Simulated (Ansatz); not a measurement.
Base system: CdSe in the zinc blende structure (space group F-43m, No. 216; a = 6.007 Å). Axes: x, y, z lie along the cube axes.

All numbers come from LDA (Ansatz, an electronic-structure program, PAW, no spin-orbit coupling).

Modification: the cell is scaled by 1.0150 in all directions, atoms relaxed at fixed cell.

**Question.** Predict the stress tensor and what it implies for the stiffness.

**Answer.** Stress of the strained cell less that of the base (GPa, compression positive):
```
  -2.33    0.00    0.00
   0.00   -2.33    0.00
   0.00    0.00   -2.33
```

Then B = −ΔP/(ΔV/V₀) with ΔV/V₀ = 0.0457 gives secant stiffness values (nonlinear terms included at this strain): B ≈ 51 GPa.

As a check, the harmonic strain energy −½ V₀ Δσ:ε is 8.9 meV/atom; the computed energy rise is 9.4 meV/atom.

Whether these cells are dynamically stable was not tested.
